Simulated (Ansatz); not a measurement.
## TiO2: band gap against strain

TiO2 (rutile, P4_2/mnm, 10.057 Å³/atom at rest, c along z) under a strain ε along c (axis z), the other axes held. LDA in Ansatz, a plane-wave DFT program (PAW, default set), 420 eV, 7×7×11 Γ-centred mesh, Fermi-Dirac smearing 0.05 eV; ions are relaxed within the symmetry of each cell. Gaps are the smallest over the k-mesh and a band path, without spin-orbit coupling; in all rows the valence edge lies at Γ and the conduction edge at Γ.

Here s stands for strain and Eg for gap.

```
strain (%)  gap (eV)
----------  --------
-3.00              ?
-1.80          1.891
-1.20          1.882
-0.60          1.871
0.00           1.858
```

The 4 complete rows are fitted with a straight line, Eg against s. Means: s -0.90000, Eg 1.8755. About the means, the sum of products is -0.033000 and the sum of squares of s is 1.8000; the slope is their ratio. Least squares gives Eg = 1.8590 - 0.01833·s. Residuals (row less fit): -0.0010, 0.0010, 0.0010, -0.0010; standard error 0.0014 (degrees of freedom: 2). Over these rows the gap moves by -1.8 ± 0.1 eV per unit strain.

**Question.** What does the fit predict for Eg at s = -3.00, and how far is the calculated value from it?

**Answer.** Eg = 1.8590 - 0.01833 × (-3.0) = 1.9140 eV. The calculation gives 1.906 eV, 0.0080 eV below the prediction (16.7 % of the range of Eg in the table). The row lies outside the fitted rows, so this is an extrapolation. From the scatter of the fitted rows alone, a prediction at this place has a standard error of 0.0027 eV, so the miss is 3.0 times that.

One order more, fitted to all 6 runs of the series, follows each within 0.001, so the miss is the next term of a smooth law. The primitive cell can neither tilt nor turn polar against its symmetry, as such crystals can under strain. Rows are the converged runs of the series near zero and its far end; series whose fitted rows scatter by over a few per cent of the range, as at a crossing or softening among them, aren't shown in this form. Most that stay on the fit to the last digits aren't either.
